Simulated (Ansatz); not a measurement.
Base system: HfS2 in the CdI2 type structure (space group P-3m1, No. 164; a = 3.5475 Å, c = 5.5768 Å; layered, stacked along the Cartesian z axis). Axes: x lies along a and z along c of the hexagonal cell.

Level of theory: DFT with PBEsol-D3(BJ), PAW potentials and a 420 eV plane-wave cutoff in Ansatz (a first-principles code), scalar-relativistic without spin-orbit coupling.

Before the change:

| Property | Result |
|---|---|
| Valence-band top at Γ | 0.00, -0.29, -0.29 eV |
| Band gap | 0.45 eV |
| Smallest direct gap | 1.50 eV |
| Pressure | 0.01 GPa |

It is then changed as follows: the cell is compressed by 0.50 % along z with no lateral relaxation; the atoms relax in the strained cell.

Q: What does the calculation give for the valence-band top at Γ after the change?

A: The valence-band top at Γ (three highest levels, from the VBM) changes from 0.00, -0.29, -0.29 eV to 0.00, -0.32, -0.32 eV.

Q: What does the calculation give for the band gap after the change?

A: The band gap drops by 0.032 eV (0.45 eV → 0.41 eV).

Q: Estimate the effect on the smallest direct gap.

A: The smallest direct gap falls by 0.02 eV (1.50 eV → 1.48 eV).

Q: How does this affect the pressure?

A: The pressure (mean of the normal stresses, compression positive) increases by 0.15 GPa, from 0.01 GPa to 0.16 GPa.

Spin-orbit coupling, missing from the scalar runs, can matter with Hf. No phonon test of stability was made.
